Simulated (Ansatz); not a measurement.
# ZnS, pressure series

Start from ZnS in the zinc blende structure (space group F-43m, No. 216).

```cif
data_S4Zn4
_chemical_formula_sum 'S4 Zn4'
_space_group_name_H-M_alt 'F-43m'
_space_group_IT_number 216
_space_group_name_Hall 'F -4 2 3'
_cell_length_a 5.35651
_cell_length_b 5.35651
_cell_length_c 5.35651
_cell_angle_alpha 90.000
_cell_angle_beta 90.000
_cell_angle_gamma 90.000
loop_
_atom_site_label
_atom_site_type_symbol
_atom_site_symmetry_multiplicity
_atom_site_Wyckoff_symbol
_atom_site_fract_x
_atom_site_fract_y
_atom_site_fract_z
_atom_site_occupancy
S1 S 4 d 0.75000 0.75000 0.75000 1
Zn1 Zn 4 a 0.00000 0.00000 0.00000 1
```
(The calculation used a cell of 2 atoms; values per cell refer to that cell.)

Cell and atoms are relaxed at each pressure.

Computed with Ansatz (an electronic-structure program), PBEsol, PAW, cutoff 420 eV, scalar-relativistic without spin-orbit coupling.

Notes on the quantities. enthalpy: H = E + PV relative to the base's energy.

| change | band gap | electron mass | lattice parameter a | gap character | enthalpy |
|---|---|---|---|---|---|
| base | 2.09 eV | 0.17 mₑ (at Γ) | 10.122 bohr | direct at Γ | – |
| pressure −2 GPa | 1.97 eV | 0.16 mₑ (at Γ) | 10.213 bohr | direct at Γ | -0.24 eV/atom |
| pressure −1 GPa | 2.03 eV | 0.16 mₑ (at Γ) | 10.166 bohr | direct at Γ | -0.12 eV/atom |
| pressure 0.9 GPa | 2.13 eV | 0.17 mₑ (at Γ) | 10.085 bohr | direct at Γ | +0.11 eV/atom |
| pressure 2.1 GPa | 2.20 eV | 0.17 mₑ (at Γ) | 10.037 bohr | direct at Γ | +0.25 eV/atom |
| pressure 4.5 GPa | ? | ? | ? | direct at Γ | +0.53 eV/atom |
| pressure 9 GPa | 2.49 eV | 0.19 mₑ (at Γ) | 9.814 bohr | direct at Γ | +1.03 eV/atom |
| pressure 15 GPa | 2.70 eV | 0.19 mₑ (at Γ) | 9.663 bohr | direct at Γ | +1.67 eV/atom |
| pressure 22.5 GPa | 2.67 eV | 1.1 mₑ along k, 0.30 mₑ across (at X) | 9.508 bohr | indirect, Γ → X | +2.43 eV/atom |
| pressure 30 GPa | 2.54 eV | 1.2 mₑ along k, 0.30 mₑ across (at X) | 9.379 bohr | indirect, Γ → X | +3.16 eV/atom |

### Question
What belongs in the blanks?

### Answer

- pressure 4.5 GPa, band gap: 2.31 eV
- pressure 4.5 GPa, electron mass: 0.18 mₑ (at Γ)
- pressure 4.5 GPa, lattice parameter a: 9.952 bohr

Load acts through the strain it causes; cell and atoms are relaxed under it. Effective masses come from finite differences of ±0.01 Å⁻¹. Along k means along the line from Γ to the band edge. Whether these cells are dynamically stable was not tested. Measured, ZnS leaves this structure (for rock salt) near 14.7 GPa (temperature not stated; as listed in Datta, Sujoy, Jana, Debnarayan, arXiv (2020)), on rising pressure, with hysteresis.
